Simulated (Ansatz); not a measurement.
Functionals compared on the (0001) surface of hcp Co, ferromagnetic, clean 1x1 (bottom of the slab: a bare face, its two planes held), in Ansatz (plane waves, PAW). The structure was relaxed with PBE; the other rows are single points on it. Cutoff 420 eV.

Slab: 6 atoms, 10.1 Å thick at the start with caps and adatoms (thin: gaps and levels are the slab's own); k 17x17x1, smearing 0.1 eV, dipole-corrected; 2 atoms held, the rest relaxed; held to the start's symmetry, so lower structures may exist; spin-polarised, no spin-orbit, no U. These notes are the PBE run's.

| functional | work function of the top face (eV) | magnetic moment of the cell (μB) | rough cost of the single point |
|---|---|---|---|
| PBE | 4.97 | 9.99 | – |
| LDA | 5.32 | 9.78 | around 3.0 core-minutes (rough) |
| PBEsol | 5.09 | 9.98 | about 90 core-seconds (a rough figure) |
| RPBE | 4.80 | 10.04 | about 60 core-seconds (a rough figure) |

Ansatz is an electronic-structure program.
